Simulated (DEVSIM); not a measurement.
Structure: isotype n-n heterojunction In0.49Ga0.51P/GaAs, at 300 K.

| layer (left to right) | material | thickness (μm) | Nd (cm⁻³) | τn (s) | τp (s) |
|---|---|---|---|---|---|
| 1 | In0.49Ga0.51P | 0.160 | 1.4e17 | 5.2e-9 | 5.2e-9 |
| 2 | GaAs | 0.280 | 1.1e17 | 5.2e-9 | 5.2e-9 |

Left contact: ohmic. Right contact: ohmic. Voltage is applied to the left contact. Recombination: SRH at mid-gap, Auger. Mobility is μmin + (μ − μmin)/(1 + (N/Nref)^α).

The device is made up for the run: typed textbook-type constants, with dimensions and the other settings drawn at random. Values at 300 K.

```csv
parameter,In0.49Ga0.51P,GaAs
gap (eV),1.89,1.424
affinity (eV),4,4.07
permittivity,11.8,12.9
Nc (cm⁻³),9e17,4.7e17
Nv (cm⁻³),1.3e19,9e18
μn (cm²/Vs),1500,8500
μp (cm²/Vs),80,400
"μn,min",400,500
"μp,min",15,20
"Nref,n",2e16,6e16
"Nref,p",1.5e17,1.5e17
αn,0.7,0.39
αp,0.8,0.38
Cn (cm⁶/s),3e-30,1e-30
Cp (cm⁶/s),3e-30,1e-30
```

Simulated with DEVSIM: 1D drift-diffusion, Boltzmann statistics, complete ionisation; no tunnelling, impact ionisation, image-force lowering or self-heating. Band offsets follow the typed affinities; no thermionic-emission limit at abrupt steps, no polarisation charge.

The doping Nd of layer 2 was swept, all else fixed.

```
doping Nd of layer 2 (cm^-3)  potential step across the device at zero bias (V)
----------------------------  -------------------------------------------------
3.3e15                                                                    0.150
1.1e16                                                                    0.119
3.3e16                                                                    0.091
1.1e17                                                                    0.059
```

From the first row to the last the potential step across the device at zero bias goes from 0.150 to 0.059.
